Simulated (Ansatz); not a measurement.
The parent structure is ZnO in the wurtzite structure (space group P6_3mc, No. 186; a = 3.2795 Å, c = 5.2937 Å). Axes: x lies along a and z along c of the hexagonal cell.

All numbers come from PBE (Ansatz, a quantum-chemistry and plane-wave program), spin-orbit coupling left out.

Strains are applied to the cell and any free atomic positions relax.

One change was made to it. Results:

```tsv
quantity	base	after
width of the top valence band	1.71 eV	1.77 eV
band gap	0.74 eV	0.81 eV
pressure (mean of the normal stresses, compression positive)	0.00 GPa	3.23 GPa
valence-band top at Γ (three highest levels, from the VBM)	0.00, 0.00, -0.08 eV	0.00, 0.00, -0.08 eV
```

Q: What was done to the base?
(A) uniaxial strain ε_zz = −3.00 %
(B) uniaxial strain ε_zz = −1.20 %
(C) uniaxial strain ε_zz = −1.80 %
(D) uniaxial strain ε_zz = −0.60 %
(E) uniaxial strain ε_zz = −2.40 %

A: E, uniaxial strain ε_zz = −2.40 %. For comparison, the pressure in the other runs: uniaxial strain ε_zz = −1.20 % gives 1.58 GPa; uniaxial strain ε_zz = −1.80 % gives 2.39 GPa; uniaxial strain ε_zz = −3.00 % gives 4.08 GPa; uniaxial strain ε_zz = −0.60 % gives 0.78 GPa.

Gaps are Kohn–Sham eigenvalue differences; semilocal functionals usually give less than the measured gap. Stability against distortions was not tested.
